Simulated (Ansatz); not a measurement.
**A computed series for hypothetical cubic perovskite TlPbF3: element substitutions**

Consider TlPbF$_{3}$ in the cubic perovskite structure (space group Pm-3m, No. 221; a = 4.854 Å; a hypothetical phase, not in the database extracts checked).

Each row replaces one element on all its sites; cell and atoms are relaxed.

Calculations: Kohn–Sham DFT with the PBE functional, run in Ansatz (a quantum-chemistry and plane-wave program) with PAW and 420 eV plane waves, scalar-relativistic without spin-orbit coupling.

```json
[
 {"case": "base", "band gap": "1.86 eV", "shortest interatomic distance": "2.427 Å"},
 {"case": "F → Cl", "band gap": "1.94 eV", "shortest interatomic distance": "2.844 Å"},
 {"case": "Pb → Bi", "band gap": "zero", "shortest interatomic distance": "2.394 Å"},
 {"case": "Pb → Si", "band gap": "?", "shortest interatomic distance": "?"}
]
```

Task: Some entries are withheld; estimate them.

Result: 
- Pb → Si, band gap: 0.63 eV
- Pb → Si, shortest interatomic distance: 2.194 Å

Spin-orbit coupling, missing from the scalar runs, can matter with Pb and Tl. No phonon test of stability was made. As relaxed here, TlPbCl3, TlBiF3 and TlSiF3 are hypothetical phases, not in the database extracts checked. All final runs are without spin polarisation. An odd electron count without spin: TlBiF3. Many cubic perovskites are stable only at high temperature; tilts and polar distortions were not tested.
